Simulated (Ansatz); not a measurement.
This Ansatz (a program for electronic structure) input is the reference run, HgSe in the zinc blende structure (space group F-43m, No. 216), computed with Ansatz, LDA, PAW, cutoff 420 eV, no spin-orbit coupling:

Ansatz 0.2 input:
```yaml
crystal:
  lattice:
    - [0, 3.0314810989, 3.0314810989]
    - [3.0314810989, 0, 3.0314810989]
    - [3.0314810989, 3.0314810989, 0]
  atoms:
    - { symbol: Hg, position: [0, 0, 0] }
    - { symbol: Se, position: [0.25, 0.25, 0.25] }
basis: { ecutwfc: 420, ecutrho_ratio: 4, xc_grid: 2, fft_grid_basis: typed }
kpoints: { mp_grid: { grid: [9, 9, 9] } }
hamiltonian:
  xc: lda
  dispersion: none
  pseudopotentials: { kind: paw }
scf: { occupations: { method: fermi_dirac, width: 0.05 }, convergence: { dr2_threshold: 0.0000000002 } }
output: { forces: true, stress: true }
checkpoint: { write: state.ck, write_every: 1000 }
```

Task: Write the input for this change: the cell is scaled by 0.9850 in all directions; the atoms relax in the strained cell.

Result: 
Ansatz 0.2 input:
```yaml
crystal:
  lattice:
    - [0, 2.9860088824, 2.9860088824]
    - [2.9860088824, 0, 2.9860088824]
    - [2.9860088824, 2.9860088824, 0]
  atoms:
    - { symbol: Hg, position: [0, 0, 0] }
    - { symbol: Se, position: [0.25, 0.25, 0.25] }
basis: { ecutwfc: 420, ecutrho_ratio: 4, xc_grid: 2, fft_grid_basis: typed }
kpoints: { mp_grid: { grid: [9, 9, 9] } }
hamiltonian:
  xc: lda
  dispersion: none
  pseudopotentials: { kind: paw }
scf: { occupations: { method: fermi_dirac, width: 0.05 }, convergence: { dr2_threshold: 0.0000000002 } }
relax: { f_tol: 0.005, max_steps: 50 }
output: { forces: true, stress: true }
checkpoint: { write: state.ck, write_every: 1000 }
```
This is the input that was run.

Whether these cells are dynamically stable was not tested. All final runs are without spin polarisation.
